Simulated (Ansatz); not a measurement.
Start from Te (space group P3_121, No. 152; a = 4.624 Å, c = 5.904 Å; made of chains).

Computed with DFT with r2SCAN, PAW potentials and a 500 eV plane-wave cutoff in Ansatz (a first-principles code), without spin-orbit coupling, earlier PAW set.

Before the change:

| Property | Value |
|---|---|
| Band gap | 0.54 eV |

Modification: every lattice vector is stretched by 3.00 %, atoms relaxed at fixed cell.

What does the calculation give for the band gap after the change?

The band gap drops by 0.05 eV to 0.49 eV.

What happens to the largest internal atomic displacement?

The largest internal atomic displacement amounts to 0.074 Å.

Spin-orbit coupling, missing from the scalar runs, can matter with Te. The cells carry an imposed strain or load. No phonon test of stability was made. No dispersion term is included, though the crystal is made of layers, chains or molecules, so its spacings can come out too wide.
